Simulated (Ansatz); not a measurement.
Start from NiSi (space group Pnma, No. 62; non-magnetic).

```xyz
8
Lattice="5.1189 0.0000 0.0000 0.0000 3.3423 0.0000 0.0000 0.0000 5.5634" Properties=species:S:1:pos:R:3 pbc="T T T"
Ni     2.5987     0.8356     3.8317
Ni     0.0393     0.8356     4.5134
Ni     2.5202     2.5067     1.7317
Ni     5.0796     2.5067     1.0500
Si     3.4748     0.8356     0.4641
Si     0.9154     0.8356     2.3176
Si     1.6441     2.5067     5.0993
Si     4.2035     2.5067     3.2458
```

The values are results of r2SCAN/PAW in Ansatz (a first-principles code), without spin-orbit coupling, not measurements.

For the base:

| Quantity | Result |
|---|---|
| Space group | Pnma (No. 62) |
| Volume per atom | 11.90 Å³ |
| Band gap | zero |

Now apply this change: full substitution Si → Bi, then cell and atoms are relaxed.

Tabulated Pauling electronegativity and covalent radius: Si 1.90, 1.11 Å; Bi 2.02, 1.48 Å.

Problem. What happens to the space group, volume per atom and band gap?

Solution. The space group changes from Pnma (No. 62) to P6_3/mmc (No. 194); the volume per atom increases by 7.33 Å³ to 19.23 Å³; the band gap stays zero.

Whether these cells are dynamically stable was not tested. For NiBi in this form, whether it has been made was not checked. Starting moments died away, wholly or in part, for Si → Bi and the base; another magnetic solution may exist. The final runs are not spin-polarised.
